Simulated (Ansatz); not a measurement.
Consider interstitial Be in wurtzite AlN, charge state +2. Level of theory: PBE, PAW (plane waves to 420 eV; Ansatz, an electronic-structure program).

72-site cell at the relaxed PBE lattice, the Γ point alone, smearing 0.01 eV, spin-restricted, no finite-size correction. No zero-point or tunnelling terms. The charge state is imposed; whether it is stable for some Fermi level was not computed. Sites that were not tried may lie lower.

Barriers: single points on a 2×2×2 k-point mesh shifted by half a step along c at the bands' geometries (they differ from the bands' own by up to 0.06 eV, and are uncertain by about as much).

Relaxed starting cell (atoms counted from 1):

```
Al36BeN36
1.0
    9.39076     0.00000     0.00000
   -4.69538     8.13264     0.00000
    0.00000     0.00000    10.03632
Al N Be
36 36 1
Direct
  0.24039   0.12037   0.26080
  0.22322   0.11176   0.74672
  0.22210   0.44471   0.24723
  0.22296   0.44645   0.74719
  0.22211   0.77770   0.24720
  0.22296   0.77682   0.74723
  0.55569   0.11192   0.24979
  0.55503   0.11059   0.74938
  0.55571   0.44409   0.24979
  0.55502   0.44474   0.74937
  0.55500   0.77764   0.24728
  0.55333   0.77682   0.74718
  0.87946   0.12033   0.26075
  0.88800   0.11175   0.74674
  0.88786   0.44410   0.24982
  0.88920   0.44476   0.74935
  0.87952   0.75944   0.26078
  0.88801   0.77659   0.74674
  0.11149   0.22352   0.50232
  0.11272   0.22597   0.98604
  0.11038   0.55535   0.49737
  0.10988   0.55509   0.99779
  0.11149   0.88826   0.50232
  0.11272   0.88706   0.98609
  0.44737   0.22383   0.50292
  0.44507   0.22269   0.99709
  0.44444   0.55532   0.49740
  0.44468   0.55509   0.99778
  0.44442   0.88941   0.49739
  0.44468   0.88990   0.99777
  0.77594   0.22384   0.50292
  0.77708   0.22275   0.99708
  0.77593   0.55242   0.50291
  0.77708   0.55469   0.99708
  0.77625   0.88828   0.50229
  0.77376   0.88705   0.98619
  0.22368   0.11199   0.44549
  0.22202   0.11117   0.93859
  0.22089   0.44229   0.43679
  0.22300   0.44652   0.94005
  0.22088   0.77890   0.43676
  0.22300   0.77678   0.94008
  0.55557   0.11167   0.44015
  0.55511   0.11076   0.94047
  0.55557   0.44419   0.44015
  0.55511   0.44465   0.94047
  0.55746   0.77887   0.43680
  0.55324   0.77677   0.94003
  0.88778   0.11200   0.44545
  0.88860   0.11116   0.93860
  0.88810   0.44422   0.44016
  0.88903   0.44469   0.94045
  0.88777   0.77609   0.44547
  0.88860   0.77779   0.93861
  0.10106   0.20260   0.18707
  0.11126   0.22307   0.69207
  0.11008   0.55519   0.18939
  0.11115   0.55574   0.68858
  0.10103   0.89875   0.18704
  0.11127   0.88849   0.69207
  0.44765   0.22397   0.18928
  0.44528   0.22279   0.69194
  0.44459   0.55519   0.18938
  0.44405   0.55571   0.68860
  0.44461   0.88971   0.18938
  0.44404   0.88864   0.68860
  0.77581   0.22400   0.18927
  0.77698   0.22280   0.69194
  0.77582   0.55214   0.18928
  0.77699   0.55452   0.69195
  0.79722   0.89878   0.18702
  0.77669   0.88851   0.69201
  0.99979   0.00001   0.15448
```
Cell charge +2.

End state 1 differs by these moves (Å; atoms that move under 0.08 Å are left out):

```csv
atom,element,Δx,Δy,Δz
1,Al,-0.13,-0.23,0.00
3,Al,-0.13,0.07,0.14
9,Al,0.12,0.08,0.11
13,Al,0.13,-0.08,-0.14
17,Al,0.01,0.14,-0.11
24,Al,-0.03,0.01,0.11
26,Al,0.02,-0.02,-0.11
28,Al,-0.01,0.03,-0.12
36,Al,0.03,0.01,0.12
39,N,-0.01,0.02,0.09
49,N,0.03,0.00,-0.09
55,N,0.14,0.24,0.00
59,N,0.14,-0.11,0.02
61,N,-0.16,0.06,-0.02
63,N,-0.01,-0.16,-0.02
71,N,-0.13,-0.09,0.02
73,Be,1.57,2.71,0.00
```

Q: What is the computed forward and backward barriers to end state 1 (PBE, PAW)?

A: forward 0.81 eV, backward 0.81 eV; at the saddle point atom 73 has neighbours Al at 1.96, Al at 2.20; N at 1.59, 2 N at 1.73, N at 2.16 Å. The program found a first-order saddle point.

End state 2 differs by these moves (Å; atoms that move under 0.08 Å are left out):

| atom | element | Δx | Δy | Δz |
|---|---|---|---|---|
| 1 | Al | -0.10 | -0.06 | -0.26 |
| 13 | Al | 0.10 | -0.06 | -0.26 |
| 17 | Al | 0.00 | 0.12 | -0.26 |
| 19 | Al | 0.00 | 0.14 | 0.07 |
| 20 | Al | 0.00 | -0.02 | 0.09 |
| 23 | Al | 0.12 | -0.07 | 0.07 |
| 24 | Al | -0.02 | 0.01 | 0.09 |
| 35 | Al | -0.12 | -0.07 | 0.07 |
| 36 | Al | 0.02 | 0.01 | 0.09 |
| 37 | N | -0.15 | -0.09 | -0.10 |
| 49 | N | 0.15 | -0.09 | -0.10 |
| 53 | N | 0.00 | 0.17 | -0.10 |
| 55 | N | 0.00 | 0.16 | 0.00 |
| 59 | N | 0.14 | -0.08 | 0.00 |
| 71 | N | -0.14 | -0.08 | 0.00 |
| 73 | Be | 0.00 | 0.00 | 2.49 |

Q: What is the computed forward and backward barriers to end state 2 (PBE, PAW)?

A: forward 1.76 eV, backward 1.76 eV; at the saddle point atom 73 has neighbours 3 Al at 2.08; 3 N at 1.87, 3 N at 2.35 Å. The check of the saddle point's order was inconclusive, and it lies on a symmetry element of the cell, where a band can be held.
